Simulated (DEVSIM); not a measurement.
Device: illuminated Si n-on-p cell, one wavelength, at 300 K.

Layer 1 from the left is Si, thickness (μm) 0.0630, Nd (cm⁻³) 7.6e18, τn (s) 1.7e-6, τp (s) 9.3e-6, absorption coefficient (cm⁻¹) 1000. Layer 2 from the left is Si, thickness (μm) 23.0, Na (cm⁻³) 4.9e15, τn (s) 8.7e-6, τp (s) 8.7e-6, absorption coefficient (cm⁻¹) 1000.

Left contact: ohmic, minority hole recombination velocity 2e5 cm/s. Right contact: ohmic, minority electron recombination velocity 800 cm/s. Voltage is applied to the left contact. Recombination: SRH at mid-gap, radiative, Auger. Light enters at the left, 4.1e17 photons cm⁻² s⁻¹, one pass, no reflection. Mobility is μmin + (μ − μmin)/(1 + (N/Nref)^α).

This is a model device: material constants are rounded textbook-type values typed into the input, and sizes, dopings and lifetimes were drawn at random. Values at 300 K.

Si: gap (eV) 1.124, affinity (eV) 4.05, permittivity 11.7, Nc (cm⁻³) 2.86e19, Nv (cm⁻³) 3.1e19, μn (cm²/Vs) 1417, μp (cm²/Vs) 470, μn,min 52, μp,min 45, Nref,n 9.7e16, Nref,p 2.2e17, αn 0.68, αp 0.72, B (cm³/s) 4.7e-15, Cn (cm⁶/s) 2.8e-31, Cp (cm⁶/s) 9.9e-32.

Simulated with DEVSIM: 1D drift-diffusion, Boltzmann statistics, complete ionisation; no tunnelling, impact ionisation, image-force lowering or self-heating.

Task: What does the simulation give for the dark forward voltage at 100 A/cm², the open-circuit voltage?

Result: dark forward voltage at 100 A/cm² 0.818 V; open-circuit voltage 0.605 V.
